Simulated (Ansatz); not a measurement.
An Ansatz (a first-principles code) input (LDA in Ansatz (plane waves to 420 eV, PAW, scalar-relativistic without spin-orbit coupling)):

Ansatz 0.2 input:
```yaml
crystal:
  lattice:
    - [3.9257916602, 0, 0]
    - [1.9628958301, 3.3998353077, 0]
    - [1.9628958301, -1.1332784359, 3.2662574073]
  atoms:
    - { symbol: Ge, position: [0, 0, 0] }
    - { symbol: Ge, position: [0.5, 0.25, 0.75] }
basis: { ecutwfc: 420, ecutrho_ratio: 4, xc_grid: 2, fft_grid_basis: typed }
kpoints: { mp_grid: { grid: [14, 14, 14] } }
hamiltonian:
  xc: lda
  dispersion: none
  pseudopotentials: { kind: paw }
scf: { occupations: { method: fermi_dirac, width: 0.05 } }
relax: { f_tol: 0.005, max_steps: 50, cell: { stress_tol: 0.01, fix: [a, b, gamma] } }
output: { forces: true, stress: true }
checkpoint: { write: state.ck, write_every: 1000 }
```

Problem. Which symmetry and how many k-points will the program report, and about how many plane waves at Γ?

Solution. Space group R-3m (ITA 166) with 12 operations, k-points 288 of 2744, and 875 plane waves at Γ.

Problem. And the final pressure?

Solution. 1.53 GPa (compression positive).

The cells carry an imposed strain or load. Stability against distortions was not tested. The cell was made from Ge in the diamond structure (space group Fd-3m, No. 227) by this change: biaxial strain −1.25 %, plane normal [111], relaxed out of plane.
